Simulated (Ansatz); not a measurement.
## PtSe2, thickness series

The reference is PtSe$_{2}$ in the CdI2 type structure (space group P-3m1, No. 164; a = 3.772 Å, c = 4.818 Å; layered).

Free-standing slabs (3 atom(s) a layer) normal to the stacking axis with 15 Å of vacuum; in-plane cell relaxed.

Levels (all Ansatz, an electronic-structure program, PAW): PBE-D3(BJ) (420 eV, scalar-relativistic without spin-orbit coupling); PBEsol-D3(BJ) (420 eV, no spin-orbit coupling).

The base cell above is that of PBE-D3(BJ); each level relaxes its own structures.

```
case      band gap, PBE-D3(BJ)  band gap, PBEsol-D3(BJ)
--------  --------------------  -----------------------
1 layer                1.37 eV               (withheld)
2 layers               0.23 eV               (withheld)
3 layers                  zero                     zero
```

Q: Complete the table.

A: 
- 1 layer, band gap, PBEsol-D3(BJ): 1.36 eV
- 2 layers, band gap, PBEsol-D3(BJ): 0.15 eV

The two levels differ by at most about 0.08 eV. They put the cases in the same order.

Spin-orbit coupling, missing from the scalar runs, can matter with Pt. Stability against distortions was not tested. All final runs are without spin polarisation. The zero or small gap of PtSe2 can change with the level of theory.
